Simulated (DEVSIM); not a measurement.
Structure: Ru/SiON/p-In0.53Ga0.47As capacitor, at 300 K.

Layer 1 from the left is SiON, thickness (nm) 5.40. Layer 2 from the left is In0.53Ga0.47As, thickness (nm) 4500, Na (cm⁻³) 1.6e16.

Metal gate on the left, work function 4.7 eV. Fixed charge at the semiconductor interface 1.2e12 cm⁻² (in units of +e); interface traps 3e11 cm⁻² eV⁻¹, uniform in energy, neutral level at 0.3 of the gap above the valence band.

This is a model device: material constants are rounded textbook-type values typed into the input, and sizes, dopings and lifetimes were drawn at random. Values at 300 K.

SiON: gap (eV) 7, affinity (eV) 1.4, permittivity 5.5. In0.53Ga0.47As: gap (eV) 0.74, affinity (eV) 4.51, permittivity 13.9, Nc (cm⁻³) 2.1e17, Nv (cm⁻³) 7.7e18.

Model (solved in DEVSIM): 1D Poisson equation in equilibrium, Boltzmann statistics, complete ionisation; no quantum confinement or tunnelling. Metal contacts follow the ideal Schottky-Mott rule: no Fermi-level pinning, no interface dipoles.

Q: What does the simulation give for the flat-band voltage, the minimum of the low-frequency capacitance, the threshold voltage (band bending 2φF)?

A: flat-band voltage -0.61 V; minimum of the low-frequency capacitance 0.100 μF/cm²; threshold voltage (band bending 2φF) 0.00 V.
